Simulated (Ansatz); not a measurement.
**GaS (P6₃/mmc, No. 194, 8 atoms in the cell; start mp-556742)**

Calculation: PBE-D4 (PAW; Ansatz, a program for electronic structure).

Run with plane-wave cutoff 500 eV, 12×12×4 k mesh (along the axes of the cell as run), gaussian smearing 0.02 eV, scalar-relativistic PAW data made under PBE.

Cell (relaxed at this level):

GaS has the hexagonal space group P6₃/mmc (No. 194), Pearson symbol hP8. Conventional cell: a = b = 3.586 Å, c = 15.131 Å, α = β = 90.00°, γ = 120.00°. Ga on 4e sees 3 S at 2.337 Å (trigonal pyramidal). S on 4f sees 3 Ga at 2.337 Å (trigonal pyramidal). (Neighbours: up to the widest gap in distance over summed covalent radii, below 1.35, at either atom; cation-cation and far metal-metal contacts left out.)

```
Property                        Value
--------  ---------------------------
band gap  1.44 eV (on the SCF k mesh)
```

Note: the relaxation could not lower the start's symmetry, so the cell can be a saddle point above a distorted one.

Spin–orbit coupling is not included.

Static lattice: no zero-point or thermal effects.

The result took roughly 4 core-minutes.

A start named mp-… is a Materials Project structure, which need not be a measured phase.
